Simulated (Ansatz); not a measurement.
The reference is Cs2AgBiBr6 (space group Fm-3m, No. 225; a = 11.187 Å).

Method: Kohn–Sham DFT with the PBEsol functional, run in Ansatz (an electronic-structure program) with PAW and 420 eV plane waves, without spin-orbit coupling.

One change was made to it. Results:

| quantity | base | after |
|---|---|---|
| band gap | 1.10 eV | zero |
| lattice parameter a | 11.187 Å | 10.815 Å |

Question: Which of these changes matches the shifts?
A) Bi → Tl
B) Ag → Ni
C) Cs → K

Answer: B, Ag → Ni. For comparison, the lattice parameter a in the other runs: Bi → Tl gives 11.010 Å; Cs → K gives 11.120 Å.

Spin-orbit coupling, missing from the scalar runs, can matter with Bi and Tl. Whether these cells are dynamically stable was not tested. As relaxed here, Cs2NiBiBr6 is a hypothetical phase, not in the database extracts checked. For Cs2TlAgBr6 and K2AgBiBr6 in this form, whether it has been made was not checked. No Hubbard U is applied and the magnetic state is the run's own (Cs2NiBiBr6 ferromagnetic); other magnetic orders, which need larger cells, were not tried and can change the gap. Spin-polarised in the final run: Cs2NiBiBr6; the other runs are not. A zero or small gap of Cs2TlAgBr6 can be the functional's error rather than a property of the material.
